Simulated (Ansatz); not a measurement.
The starting structures come from a database of crystals and need not be the phases stable at ambient conditions.

 Where the default PAW files enter, the runs use the earlier of Ansatz's two default sets.

Inside the gap of an insulator the Bloch states are evanescent, with a wavenumber k + iκ along the transport direction.

Input:

```
CELL_PARAMETERS angstrom
      5.95477     0.00000     0.00000
     -2.97738     5.15698     0.00000
      2.97738     1.71899     4.86205
ATOMIC_POSITIONS crystal
  Na 0.00000 0.00000 0.00000
  Ba 0.50000 0.25000 0.25000
  Ba 0.50000 0.75000 0.75000
  Re 0.00000 0.50000 0.50000
  O  0.54788 0.27394 0.72606
  O  0.45212 0.72606 0.27394
  O  0.00000 0.27394 0.72606
  O  0.00000 0.72606 0.27394
  O  0.00000 0.72606 0.72606
  O  0.00000 0.27394 0.27394
```

Space group of this cell: Fm-3m. The cell is taken as given; by PBEsol its mean pressure is -7.0 GPa.

Transport runs along the normal of the first two printed cell vectors, the (111) plane of the conventional cell.

The gap is the functional's own, uncorrected, and κ follows it; spin-orbit coupling is left out. Mid-gap values are interpolated between the computed energies.

Estimate the band gap and the smallest decay constant κ at mid-gap that PBEsol in Ansatz (a program for electronic structure) returns for this system.

Gap 1.90 eV on a 8×8×8 mesh; κ = 0.362 1/Å, at (0.500, 0.000) of the in-plane reciprocal vectors. At the zone centre, at the nearest computed energy, the slowest state has κ = 0.37 1/Å.
